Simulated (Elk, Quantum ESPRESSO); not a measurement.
**Equation of state of zinc-blende InAs (space group 216): energy against volume (Elk, PBE)**

```
CELL_PARAMETERS angstrom
      0.00000     2.97612     2.97612
      2.97612     0.00000     2.97612
      2.97612     2.97612     0.00000
ATOMIC_POSITIONS crystal
  In 0.00000 0.00000 0.00000
  As 0.75000 0.75000 0.75000
```

Computed with Elk 10.2.4 with PBE, all-electron FP-LAPW, Elk's shipped species files, APW+lo basis with extra local orbitals. Settings: xctype = 20; rgkmax = 8.55; swidth = 0.000367493 Ha; ngridk = 9 9 9; tforce = true; gmaxvr = 18 1/bohr; lmaxapw = 10; lmaxo = 8; nxlo = 2; lorbcnd = true; lradstp = 2; nrmtscf = 2; rmtscf = 0.91; lmaxi = 4; maxscl = 100; sphere radii = {In: 2.366, As: 2.184} bohr. The cell above is the first row's. The rows scale it uniformly. In all rows fractional positions and the k mesh are held. E is the free energy at the stated smearing, counted from the lowest row.

```csv
V (Å^3/atom),E (meV/atom)
26.360,?
26.933,43.55
27.507,25.48
28.080,12.85
28.653,4.41
29.226,0.35
29.799,0.00
30.372,2.50
30.945,8.23
```

Question: Fit E against V with the third-order Birch-Murnaghan form, a cubic in V^(-2/3), and predict the withheld value at V = 26.360.

Answer: With u = V^(-2/3) - 0.1062, the rows have u = 0.0050953, 0.0035416, 0.0020435, 0.0005956, -0.0008049, -0.0021604, -0.0034730, -0.0047451. Least squares gives E = 2.300 + 3149.7·u + 947362·u² + 4499458·u³. Residuals (row less fit): 0.011, -0.058, 0.119, -0.103, -0.026, 0.128, -0.099, 0.026; standard error 0.118 (degrees of freedom: 4). Its minimum lies at u = -0.0016825, so V0 = (0.1045175)^(-3/2) = 29.59. There d²E/du² = 1849000 and d³E/du³ = 2.700e7, so B0 = (4/9) × 29.59^(-7/3) × 1849000 × 0.160218 = 48.6 GPa (the last factor turns the table's units into GPa), and B0' = 4 + (2/3) × 0.1045175 × (2.700e7)/1849000 = 5.0. At the withheld row, u = 0.0067024, so E = 2.300 + 3149.7 × 0.0067024 + 947362 × 0.0067024² + 4499458 × 0.0067024³ = 67.323 meV/atom. The calculation gives 66.91 meV/atom, 0.413 meV/atom below the prediction (0.6 % of the range of E in the table). The row lies outside the fitted rows, so this is an extrapolation. From the scatter of the fitted rows alone, a prediction at this place has a standard error of 0.350 meV/atom, so the miss is 1.2 times that.

Carrying the step between the two nearest rows on in a straight line would have given 61.59, off by 5.32; series whose last step already gives the withheld value aren't shown. The scan was laid around a cell of about the measured size, scaled by a guess for this functional. The runs keep the symmetry of the cell, so they don't test it for distortions. A plane-wave scan with the same functional (Quantum ESPRESSO, GBRV) gives V0 = 29.65 Å^3/atom and B0 = 48.7 GPa; a Birch-Murnaghan fit to all rows here lies -0.2 % from it in V0 and 1 % in B0; the two differ in basis, and may differ in potentials and mesh. Values depend on the basis (sphere radii, cutoffs, local orbitals), which need not be converged. Sphere radii are the same in all rows. Cutoffs and mesh are single choices, not tested for convergence of this quantity. Series with a scatter that would blur these digits, or in which a gap closes, are not shown. Nor are scans whose minimum lies at an end fitted in this form.
